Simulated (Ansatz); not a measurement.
Terminations of the (111) surface of fcc Pt, measured from the surface 'clean 1x1'. Atoms come from or go to: Ag: fcc Ag, Fe: bcc Fe, ferromagnetic, Ga: alpha gallium, In: tetragonal indium, Ir: fcc Ir, Pd: fcc Pd, Pt: fcc Pt, Sb: rhombohedral Sb, Zr: hcp Zr. ΔE is the energy of forming the row's surface from that one (negative: more stable at these reservoirs); the vacuum level's shift is aligned on the shared bottom. No zero-point or thermal terms. These are constructed structures in small cells; real faces may alloy, dewet or reconstruct in larger ones, and not all known structures of the face are among them. Slabs of about 11 Å with all that they carry, Fermi-Dirac smearing of 0.1 eV. Bottom of the slabs: a bare face, its two planes held. Relaxed from the named starts with such symmetry as they have, on meshes of like density; energies extrapolated to zero smearing; no spin-orbit coupling, no U. Spin-polarised runs, if any, are marked in brackets, and their order is one that fits the cell; the others ran without spin. A dash marks a value that is undefined for that row (no clear gap, or no work function of a gapped slab) or was not read reliably on its mesh.

Calculation: PBE (plane waves to 420 eV, PAW; Ansatz, an electronic-structure program).

```json
[
 {"surface": "a pseudomorphic layer of Pd in the host's stacking", "atoms added per 1x1": "+1 Pd", "ΔE per 1x1 (eV)": "-0.06", "shift of the vacuum level (eV)": "-0.53", "work function (eV)": "5.14"},
 {"surface": "a pseudomorphic layer of In in the host's stacking", "atoms added per 1x1": "+1 In", "ΔE per 1x1 (eV)": "?", "shift of the vacuum level (eV)": "-1.90", "work function (eV)": "3.77"},
 {"surface": "one row in 4 of the top plane missing", "atoms added per 1x1": "-0.25 Pt", "ΔE per 1x1 (eV)": "0.19", "shift of the vacuum level (eV)": "-0.23", "work function (eV)": "5.46"},
 {"surface": "a layer of Ir in place of the second plane", "atoms added per 1x1": "+1 Ir, -1 Pt", "ΔE per 1x1 (eV)": "?", "shift of the vacuum level (eV)": "-0.17", "work function (eV)": "5.53"},
 {"surface": "one added row of Pt in 3", "atoms added per 1x1": "+0.333 Pt", "ΔE per 1x1 (eV)": "0.23", "shift of the vacuum level (eV)": "-0.63", "work function (eV)": "5.05"},
 {"surface": "a layer of Fe in place of the second plane [spin, 3.7 μB a cell]", "atoms added per 1x1": "+1 Fe, -1 Pt", "ΔE per 1x1 (eV)": "-0.63", "shift of the vacuum level (eV)": "-0.63", "work function (eV)": "5.06"},
 {"surface": "clean 1x1", "atoms added per 1x1": "none", "ΔE per 1x1 (eV)": "0.00", "shift of the vacuum level (eV)": "0.00", "work function (eV)": "5.69"},
 {"surface": "(√3x√3)R30° layer of Ga, one a cell, on the site that continues the host's stacking", "atoms added per 1x1": "+0.333 Ga", "ΔE per 1x1 (eV)": "-0.43", "shift of the vacuum level (eV)": "-1.20", "work function (eV)": "4.48"},
 {"surface": "a pseudomorphic layer of Zr in the host's stacking", "atoms added per 1x1": "+1 Zr", "ΔE per 1x1 (eV)": "-0.10", "shift of the vacuum level (eV)": "-1.04", "work function (eV)": "4.64"},
 {"surface": "(√3x√3)R30° surface alloy, Sb on one Pt site of the top plane", "atoms added per 1x1": "-0.333 Pt, +0.333 Sb", "ΔE per 1x1 (eV)": "-0.50", "shift of the vacuum level (eV)": "-0.93", "work function (eV)": "4.75"},
 {"surface": "one row in 2 of the top plane missing", "atoms added per 1x1": "-0.5 Pt", "ΔE per 1x1 (eV)": "?", "shift of the vacuum level (eV)": "-0.79", "work function (eV)": "4.90"},
 {"surface": "(√3x√3)R30° surface alloy, Ag on one Pt site of the top plane", "atoms added per 1x1": "+0.333 Ag, -0.333 Pt", "ΔE per 1x1 (eV)": "-0.02", "shift of the vacuum level (eV)": "-0.38", "work function (eV)": "5.31"}
]
```

### Question
Fill in the missing entries.

### Answer

- a pseudomorphic layer of In in the host's stacking, ΔE per 1x1 (eV): -0.23
- a layer of Ir in place of the second plane, ΔE per 1x1 (eV): 0.18
- one row in 2 of the top plane missing, ΔE per 1x1 (eV): 0.37
